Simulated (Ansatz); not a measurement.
Consider BAs in the zinc blende structure (space group F-43m, No. 216; a = 4.768 Å).

Modification: cell and atoms relaxed at a pressure of 15 GPa.

Levels (all Ansatz, an electronic-structure program, PAW): PBEsol (420 eV, no spin-orbit coupling); r2SCAN (500 eV, scalar-relativistic without spin-orbit coupling); HSE06 (420 eV, no spin-orbit coupling).

At the geometry relaxed with PBEsol, these levels gave the following band gaps, in shuffled order: (a) 1.73 eV, (b) 0.99 eV, (c) 1.27 eV.

Problem. Match each gap to its level.

Solution. (a) HSE06; (b) PBEsol; (c) r2SCAN.

Single points use the geometry relaxed with PBEsol. HSE06 gaps are upper bounds (no full band path). Load acts through the strain it causes; cell and atoms are relaxed under it. Whether these cells are dynamically stable was not tested. Competing high-pressure phases were not computed.
